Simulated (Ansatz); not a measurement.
Consider this model of amorphous selenium (Se₅₆).

```
CELL_PARAMETERS angstrom
     11.92814     0.00000     0.00000
      0.00000    11.92814     0.00000
      0.00000     0.00000    11.92814
ATOMIC_POSITIONS crystal
  Se 0.24170 0.03102 0.80823
  Se 0.89945 0.92752 0.29181
  Se 0.77763 0.89964 0.76626
  Se 0.80926 0.45622 0.40766
  Se 0.90364 0.40766 0.69992
  Se 0.56466 0.49153 0.86266
  Se 0.08653 0.59014 0.54913
  Se 0.56778 0.84975 0.34387
  Se 0.26361 0.91908 0.33067
  Se 0.88373 0.79364 0.00157
  Se 0.60986 0.10124 0.22851
  Se 0.19884 0.84698 0.15564
  Se 0.87773 0.75388 0.68454
  Se 0.49804 0.47603 0.46038
  Se 0.79377 0.29153 0.82978
  Se 0.46132 0.68684 0.08416
  Se 0.75674 0.58366 0.25979
  Se 0.02349 0.61741 0.25837
  Se 0.18784 0.13795 0.02095
  Se 0.45067 0.19588 0.34824
  Se 0.22192 0.60754 0.24613
  Se 0.08476 0.07473 0.69501
  Se 0.99344 0.06369 0.39926
  Se 0.79305 0.99763 0.13904
  Se 0.37262 0.48564 0.82679
  Se 0.24714 0.41571 0.30665
  Se 0.33382 0.92176 0.65656
  Se 0.91510 0.60762 0.91761
  Se 0.50511 0.10455 0.51485
  Se 0.03923 0.89182 0.91509
  Se 0.96835 0.25286 0.20097
  Se 0.35403 0.35963 0.15159
  Se 0.10099 0.61154 0.87618
  Se 0.60446 0.21735 0.06861
  Se 0.09569 0.37700 0.72857
  Se 0.22901 0.33092 0.99929
  Se 0.28622 0.62330 0.54408
  Se 0.49652 0.88133 0.76172
  Se 0.98602 0.11696 0.05698
  Se 0.46895 0.14746 0.94005
  Se 0.61243 0.79702 0.15709
  Se 0.33152 0.66286 0.73443
  Se 0.56982 0.06622 0.78744
  Se 0.18456 0.09833 0.33352
  Se 0.07149 0.78666 0.74421
  Se 0.64405 0.34786 0.38874
  Se 0.69051 0.73995 0.45613
  Se 0.70129 0.16357 0.54620
  Se 0.00832 0.72454 0.42719
  Se 0.63285 0.34303 0.73453
  Se 0.79234 0.99246 0.57957
  Se 0.95442 0.41241 0.08161
  Se 0.76107 0.45967 0.10226
  Se 0.14352 0.23455 0.59504
  Se 0.58917 0.60870 0.56939
  Se 0.34829 0.83615 0.02192
```

The numbers are results of PBE, scalar-relativistic without spin-orbit coupling, PAW (Ansatz default set, large-core Se) (plane waves to 420 eV; Ansatz, a first-principles code), not measurements. Neutral PBE cell, which sets geometry, pressure and energy: sampling: a 2×2×2 Γ-centred mesh; Fermi-Dirac width 0.05 eV; no spin polarisation.

The cell was made by melting and quenching with the CHGNet potential and then relaxed with DFT. The hot cell started wider than the set density and was brought back towards it in steps. It is the lowest in DFT energy of 4 quenches. It is a model cell: composition and starting density were chosen by hand, and all elements were melted together. No dispersion term was used. A short ab initio anneal came between quench and relaxation. Its density started from a set value of 4.33 and ended at 4.33 g/cm³. Cooling (nominally 37 K/ps over its main leg) ran many orders faster than in experiment, which tends to leave more defects and strain. Values belong to this one cell and scatter from quench to quench. The volume was held where the preparation left it. Cycles of charging lowered its energy after that relaxation.

Q: Give the pressure, the energy against reference phases and the spacing of the highest filled and lowest empty levels.

A: 
| Property | Result |
|---|---|
| Pressure on a 2×2×2 Γ-centred mesh | 1.40 GPa |
| Largest force and stress component on that mesh (the relaxation ran on one k-point at (1/4, 1/4, 1/4)) | 0.05 eV/Å and 1.8 GPa |
| Energy relative to trigonal Se (lowest mix at this level among the phases computed, not always the ambient ones) | 0.091 eV/atom |
| Gap on a 2×2×2 Γ-centred mesh (PBE) | 0.61 eV |
| Gap at the zone centre (PBE) | 0.63 eV |
| Distance between the nearest levels spread over more than a fifth of the atoms or a third of the atoms of their main element (six at least) (PBE, zone centre) | 0.63 eV |

Q: At PBE and the zone centre, how localised are the states just below and above the Fermi level (participation number: the atoms over which a state spreads)?

A: The highest filled state is spread over 20.9 atoms' worth, largest on Se24, with weights by element (charge in smoothed Voronoi cells) Se 1.00. The lowest empty state is spread over 14.8 atoms' worth, largest on Se45, with weights by element (charge in smoothed Voronoi cells) Se 1.00.

Bonds are counted up to Se-Se 2.74 Å.

Added carriers, by PBE, scalar-relativistic without spin-orbit coupling, PAW (Ansatz default set, large-core Se) on one k-point at (1/4, 1/4, 1/4). Charged cells keep the cell fixed and stand in a uniform background, with no image correction, at a width of 0.01 eV; where the count is odd the moment is locked at 1 μB, unless the neutral cell bore moments. Each starts from the undistorted neutral geometry alone. PBE's self-interaction favours spread-out carriers, so it can miss traps that a hybrid finds.

Q: What happens at PBE when the cell takes an extra electron and the atoms relax?

A: Relaxation lowers the charged cell by 0.31 eV. The largest moves are Se45 0.54 Å, Se33 0.49 Å, Se28 0.39 Å, Se30 0.31 Å. The level that holds the added charge spreads over 11.4 atoms' worth, most on Se33 (weight 0.21): a partly localised carrier. Bonds broken: Se33-Se45. Made neutral again at that geometry, the cell lies +0.27 eV from the neutral start (a closed shell was imposed there, with levels 0.21 eV apart, so this is an upper bound).

Q: What happens at PBE when the cell takes a hole and the atoms relax?

A: Relaxation lowers the charged cell by 0.10 eV. The largest moves are Se11 0.18 Å, Se2 0.17 Å, Se20 0.14 Å, Se48 0.12 Å. The level that was emptied spreads over 10.0 atoms' worth, most on Se29 (weight 0.22): a partly localised carrier. Bonds broken: Se11-Se20. Made neutral again at that geometry, the cell lies +0.15 eV from the neutral start (a closed shell was imposed there, with levels 0.44 eV apart, so this is an upper bound).

Ahead of the cycles of charging, a PBE run started with 1 μB on atoms that lack a bond or may hold spare charge lost its moments; other starts weren't tried.
